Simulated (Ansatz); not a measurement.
**Pressure series in Zn3InGaO6**

Start from Zn$_{3}$InGaO$_{6}$ (space group R3m, No. 160; a cell from a computed database, its experimental status unchecked).

```yaml
crystal:
  lattice:
    - [1.64478, 0.94961, 13.79072]
    - [-1.64478, 0.94961, 13.79072]
    - [0.00000, -1.89922, 13.79072]
  atoms:
    - { symbol: Zn, position: [0.26109, 0.26109, 0.26109] }
    - { symbol: Zn, position: [0.74134, 0.74134, 0.74134] }
    - { symbol: Zn, position: [0.86572, 0.86572, 0.86572] }
    - { symbol: In, position: [0.00122, 0.00122, 0.00122] }
    - { symbol: Ga, position: [0.13689, 0.13689, 0.13689] }
    - { symbol: O, position: [0.91333, 0.91333, 0.91333] }
    - { symbol: O, position: [0.08935, 0.08935, 0.08935] }
    - { symbol: O, position: [0.18466, 0.18466, 0.18466] }
    - { symbol: O, position: [0.80378, 0.80378, 0.80378] }
    - { symbol: O, position: [0.69421, 0.69421, 0.69421] }
    - { symbol: O, position: [0.30844, 0.30844, 0.30844] }
```

Cell and atoms are relaxed at each pressure.

The values are results of PBEsol (Ansatz, a quantum-chemistry and plane-wave program), spin-orbit coupling left out, not measurements.

```
pressure (GPa)  band gap (eV)
--------------  -------------
-1                       0.98
0                        1.00
0.3                      1.01
0.7                      1.01
1.5                      1.03
3                           ?
5                        1.08
7.5                      1.12
10                       1.15
```

Task: Fit E_g = E₀ + αP + βP² to the rows shown and predict the withheld row.

Result: Least squares on the printed values gives E₀ = 1.00 eV, α = 18.1 meV/GPa, β = -0.32 meV/GPa² (largest residual 0.00 eV); this predicts 1.05 eV, and the run gives 1.05 eV, in agreement.

Load acts through the strain it causes; cell and atoms are relaxed under it. No phonon test of stability was made. Competing high-pressure phases were not computed.
